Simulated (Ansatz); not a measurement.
## TiAs (P6₃/mmc, No. 194)

The numbers are results of HSE06 in Ansatz (plane waves, PAW), not measurements.

Run with plane-wave cutoff 460 eV, 9×9×2 k mesh (along the axes of the cell as run), Fermi–Dirac smearing 0.05 eV, no spin polarisation, scalar-relativistic PAW data made under PBE.

Cell: relaxed at this level.

```yaml
equilibrium_lattice_constant_a: 3.612 Å
c axis length: 11.978 Å
```

Note: the run has no spin polarisation, so it can have missed a magnetic state.

Computed values are for the static lattice.

Ansatz is a program for electronic structure.
